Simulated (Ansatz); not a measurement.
Take Hf in the hcp (Mg type) structure (space group P6_3/mmc, No. 194; a = 3.1581 Å, c = 5.0045 Å; relaxed with 0.1 eV smearing) as the base. Axes: x lies along a and z along c of the hexagonal cell.

Level of theory: Ansatz (a quantum-chemistry and plane-wave program), PBEsol, PAW, cutoff 420 eV, without spin-orbit coupling.

Before the change:

The shortest interatomic distance comes out as 5.851 bohr. The pressure comes out as 0.0 GPa.

The change: biaxial strain +0.50 %, plane normal [001], relaxed out of plane (Cartesian); in-plane vectors clamped, the third vector and the atoms free.

Predict the new shortest interatomic distance.

The shortest interatomic distance stays essentially unchanged (5.851 bohr against 5.848 bohr).

How does this affect the out-of-plane strain?

The out-of-plane strain is -0.35 %.

What happens to the pressure?

The pressure (mean of the normal stresses, compression positive) goes from zero to -0.7 GPa.

No phonon test of stability was made. All final runs are without spin polarisation.
